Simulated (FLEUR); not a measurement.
Band structure of TlRh3 (P6_3/mmc, 8 atoms in the cell).

```yaml
crystal:
  lattice:
    - [5.71197, 0.00000, 0.00000]
    - [-2.85598, 4.94671, 0.00000]
    - [0.00000, 0.00000, 4.57129]
  atoms:
    - { symbol: Tl, position: [0.66667, 0.33333, 0.25000] }
    - { symbol: Tl, position: [0.33333, 0.66667, 0.75000] }
    - { symbol: Rh, position: [0.32094, 0.16047, 0.75000] }
    - { symbol: Rh, position: [0.67906, 0.83953, 0.25000] }
    - { symbol: Rh, position: [0.16047, 0.32094, 0.25000] }
    - { symbol: Rh, position: [0.83953, 0.67906, 0.75000] }
    - { symbol: Rh, position: [0.83953, 0.16047, 0.75000] }
    - { symbol: Rh, position: [0.16047, 0.83953, 0.25000] }
```

Method of the run: FLEUR with PBEsol, all-electron FLAPW (FLEUR), scalar-relativistic valence.

Settings: Kmax = 4.2 1/bohr; GmaxXC = 14.7 1/bohr; xcFunctional = PBEs; jspins = 1; l_soc = F; mode = hist; fermiSmearingEnergy = 0.00367493 Htr; mesh (inpgen div1-3) = 5 5 5; inpgen gamma flag = false; Gmax = 14.7 1/bohr; numbands = 0; maxIterBroyd = 99; imix = Anderson; alpha = 0.05.

The starting cell comes from a database of computed structures (which also holds hypothetical and non-ambient phases and stackings), without a prior relaxation at this level. Spin-orbit coupling is off. Spin polarisation is off. Values depend on the basis (sphere radii, cutoffs, local orbitals), which need not be converged.

Levels in eV from the Fermi level, bands 55 to 62:
```tsv
point	55	56	57	58	59	60	61	62
Γ	-0.44	-0.28	-0.28	0.52	0.76	0.78	0.81	1.19
M	-0.66	-0.63	-0.60	-0.28	0.21	0.46	0.61	1.85
K	-0.54	-0.52	-0.52	-0.52	-0.26	-0.26	0.58	2.90
A	-0.18	-0.18	-0.18	-0.18	0.66	0.66	1.04	1.04
L	-0.49	-0.49	-0.36	-0.36	0.26	0.26	0.46	0.46
H	-0.36	-0.36	-0.29	-0.29	0.14	0.14	0.36	0.36
```
